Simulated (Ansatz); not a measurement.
## Lattice parameter a of LaF (P6₃/mmc, No. 194; start mp-1184996) at several levels of theory

No measured value is used here.

```csv
level (code),value (Å)
LDA (Ansatz),4.255
PBE (Ansatz),___
PBEsol (Ansatz),4.290
r²SCAN (Ansatz),4.324
```

**Question.** Complete the blanks.

**Answer.** 
- PBE (Ansatz, a program for electronic structure), value (Å): 4.336

LDA, PBE, PBEsol, r²SCAN: the relaxation could not lower the start's symmetry, so the cell can be a saddle point above a distorted one. Cutoffs differ between the levels. Ansatz's density-functional and Hartree–Fock values are scalar-relativistic unless marked +SOC, with PAW data made under PBE.

A start named mp-… is a Materials Project structure, which can be a computed phase never made.
